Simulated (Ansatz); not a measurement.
Mg2Ge: energy against volume

Mg2Ge (antifluorite, Fm-3m, 22.064 Å³/atom and stress up to 0.01 GPa in the relaxed cell, cube axes along x, y and z) under an equal strain ε along all three axes. PBE in Ansatz, a plane-wave DFT program (PAW, default set), 420 eV, 9×9×9 Γ-centred mesh, Fermi-Dirac smearing 0.05 eV; ions are relaxed, or left where forces stay under 0.02 eV/Å, within the symmetry of each cell.

Here V stands for volume and E for E less E0.

| volume (Å³/atom) | E less E0 (meV/atom) | pressure (GPa) |
|---|---|---|
| 20.1369 | ? | ? |
| 20.7661 | 13.16 | 3.41 |
| 21.0856 | 7.29 | 2.47 |
| 21.4083 | 3.19 | 1.59 |
| 21.7343 | 0.79 | 0.77 |
| 22.0636 | 0.00 | 0.00 |
| 22.3963 | 0.75 | -0.72 |
| 22.7322 | 2.97 | -1.39 |
| 23.0715 | 6.59 | -2.02 |
| 23.4141 | 11.54 | -2.60 |

Fit E against V with the third-order Birch-Murnaghan form, a cubic in V^(-2/3), and predict the withheld value at V = 20.1369.

With u = V^(-2/3) - 0.127, the rows have u = 0.005362, 0.004022, 0.002702, 0.001401, 0.000121, -0.001142, -0.002384, -0.003609, -0.004816. Least squares gives E = 0.006 - 110.0·u + 476156·u² + 348565·u³. Residuals (row less fit): 0.000, 0.001, -0.002, 0.003, 0.000, -0.002, 0.000, 0.002, -0.001; standard error 0.002 (degrees of freedom: 5). Its minimum lies at u = 0.000115, so V0 = (0.127115)^(-3/2) = 22.06. There d²E/du² = 952600 and d³E/du³ = 2091000, so B0 = (4/9) × 22.06^(-7/3) × 952600 × 0.160218 = 49.7 GPa (the last factor turns the table's units into GPa), and B0' = 4 + (2/3) × 0.127115 × (2091000)/952600 = 4.2. B0' rests on the cubic coefficient alone and has a standard error of 0.1 from these residuals. At the withheld row, u = 0.008105, so E = 0.006 - 110.0 × 0.008105 + 476156 × 0.008105² + 348565 × 0.008105³ = 30.579 meV/atom. The calculation gives 30.56 meV/atom, 0.019 meV/atom below the prediction (0.1 % of the range of E in the table). The row lies outside the fitted rows, so this is an extrapolation. The scatter of the fitted rows lies at the last printed digit.

Other structures, which can take over under pressure, weren't tried. The same form fitted to the pressure column gives B0' = 4.2; series where the two differ by over 0.4 aren't shown. Rows are the converged runs of the series near zero and its far end, less any whose ions stayed unrelaxed beside relaxed ones; series whose fitted rows scatter by over a few per cent of the range, as at a crossing or softening among them, aren't shown in this form.
